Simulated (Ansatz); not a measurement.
## Response to strain in HgTe

Start from HgTe in the zinc blende structure (space group F-43m, No. 216).

```yaml
crystal:
  lattice:
    - [0.00000, 3.21750, 3.21750]
    - [3.21750, 0.00000, 3.21750]
    - [3.21750, 3.21750, 0.00000]
  atoms:
    - { symbol: Hg, position: [0.00000, 0.00000, 0.00000] }
    - { symbol: Te, position: [0.25000, 0.25000, 0.25000] }
```

Cartesian axes are those of the cell as printed.

Strains are applied to the cell and any free atomic positions relax.

Method: DFT with LDA, PAW potentials and a 420 eV plane-wave cutoff in Ansatz (a quantum-chemistry and plane-wave program), without spin-orbit coupling.

Notes on the quantities. energy relative to the base: free energy F.

```tsv
case	energy relative to the base	volume per atom
base	0 meV/atom	33.31 Å³
tensor shear ε_xy = +2.00 %	+3.7 meV/atom	33.30 Å³
tensor shear ε_xy = +1.43 %	?	33.30 Å³
tensor shear ε_xy = +0.86 %	+0.7 meV/atom	33.31 Å³
tensor shear ε_xy = +1.14 %	+1.2 meV/atom	33.30 Å³
tensor shear ε_xy = +0.57 %	?	33.31 Å³
tensor shear ε_xy = +1.71 %	+2.7 meV/atom	33.30 Å³
tensor shear ε_xy = +0.29 %	+0.1 meV/atom	33.31 Å³
```

Complete the table.


- tensor shear ε_xy = +1.43 %, energy relative to the base: +1.9 meV/atom
- tensor shear ε_xy = +0.57 %, energy relative to the base: +0.3 meV/atom

Whether these cells are dynamically stable was not tested. The final runs are not spin-polarised.
